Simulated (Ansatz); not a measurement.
Cu (Fm-3m), Ansatz (a quantum-chemistry and plane-wave program) with PBEsol, DFPT electron-phonon coupling, linearised Boltzmann equation: Condition of this run: hydrostatic pressure -4 GPa (the target of the relaxation). phonon-limited resistivity 1.79 μΩ·cm at 300 K, 2.44 μΩ·cm at 400 K, current-weighted mean free path 38 nm, Drude plasma energy 8.98 eV.

Problem. What is the classical skin depth at 100 GHz (nonmagnetic, μ₀ = 1.257×10⁻⁶ H/m)?

Solution. δ = √(ρ/(π f μ₀)) = 213 nm.

Problem. What temperature coefficient of resistance follows, and how does it compare with 1/T?

Solution. (ρ₄₀₀ − ρ₃₀₀)/(100 K × ρ₃₀₀) = 3.63×10⁻³ K⁻¹, against 1/T = 3.33×10⁻³ K⁻¹ for a resistivity proportional to T. It lies higher because phonons are still being populated at 300 K; impurities would add a constant and lower it.

Problem. Estimate the electronic thermal conductivity at 300 K by the Wiedemann-Franz law (L₀ = 2.44×10⁻⁸ W·Ω/K²).

Solution. L₀T/ρ = 2.44×10⁻⁸ × 300/(1.79×10⁻⁸) = 409 W/(m·K). Inelastic scattering puts the true Lorenz number somewhat under L₀ near and below the Debye temperature.

A metal at this level (no band gap). Only scattering by harmonic phonons is included (no impurities, grain boundaries, electron-electron scattering or thermal expansion). Spin-orbit coupling is left out. Halving the electron mesh (40x40x40) moves the resistivity by up to 1 % at 300 K, the mean free path by up to 1 %. Smearing 0.20 eV; phonons on a 7x7x7 q mesh, which this run doesn't test.
